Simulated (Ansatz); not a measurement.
# SnGe (model structure, started from the WC type, P-6m2, No. 187, 2 atoms in the cell): volume per atom by level of theory

No measured value is used here.

| level (code) | value (Å³/atom) |
|---|---|
| PBE (Ansatz) | 25.09 |
| PBEsol (Ansatz) | ? |
| PBE-D3(BJ) (Ansatz) | 23.98 |

### Question
Complete the blanks.

### Answer

- PBEsol (Ansatz, a quantum-chemistry and plane-wave program), value (Å³/atom): 23.72

Ansatz's density-functional and Hartree–Fock values are scalar-relativistic unless marked +SOC, with PAW data made under PBE.

A model structure was made by putting elements into a prototype or built by hand; it is no filed structure, need not be a known phase, and can be a saddle point held by its symmetry.
